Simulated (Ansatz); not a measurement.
## A computed series for Ag: pressure series

The parent structure is Ag in the fcc (Cu type) structure (space group Fm-3m, No. 225; a = 4.0544 Å).

Cell and atoms are relaxed at each pressure.

The values are results of PBEsol, PAW, 420 eV (Ansatz, a quantum-chemistry and plane-wave program; scalar-relativistic without spin-orbit coupling), not measurements.

Notes on the quantities. enthalpy: H = E + PV relative to the base's energy.

```json
[
 {"variant": "base", "shortest interatomic distance": "2.867 Å", "enthalpy": "–"},
 {"variant": "pressure −2 GPa", "shortest interatomic distance": "2.884 Å", "enthalpy": "-0.21 eV/atom"},
 {"variant": "pressure −1 GPa", "shortest interatomic distance": "(withheld)", "enthalpy": "-0.10 eV/atom"},
 {"variant": "pressure 0.9 GPa", "shortest interatomic distance": "2.860 Å", "enthalpy": "+0.09 eV/atom"},
 {"variant": "pressure 2.1 GPa", "shortest interatomic distance": "2.851 Å", "enthalpy": "+0.22 eV/atom"},
 {"variant": "pressure 4.5 GPa", "shortest interatomic distance": "(withheld)", "enthalpy": "+0.46 eV/atom"},
 {"variant": "pressure 9 GPa", "shortest interatomic distance": "2.807 Å", "enthalpy": "+0.91 eV/atom"},
 {"variant": "pressure 15 GPa", "shortest interatomic distance": "2.776 Å", "enthalpy": "+1.48 eV/atom"},
 {"variant": "pressure 22.5 GPa", "shortest interatomic distance": "2.745 Å", "enthalpy": "+2.18 eV/atom"},
 {"variant": "pressure 30 GPa", "shortest interatomic distance": "(withheld)", "enthalpy": "+2.85 eV/atom"}
]
```

**Question.** Complete the table.

**Answer.** 
- pressure −1 GPa, shortest interatomic distance: 2.875 Å
- pressure 4.5 GPa, shortest interatomic distance: 2.834 Å
- pressure 30 GPa, shortest interatomic distance: 2.718 Å

Load acts through the strain it causes; cell and atoms are relaxed under it. No phonon test of stability was made. Competing high-pressure phases were not computed.
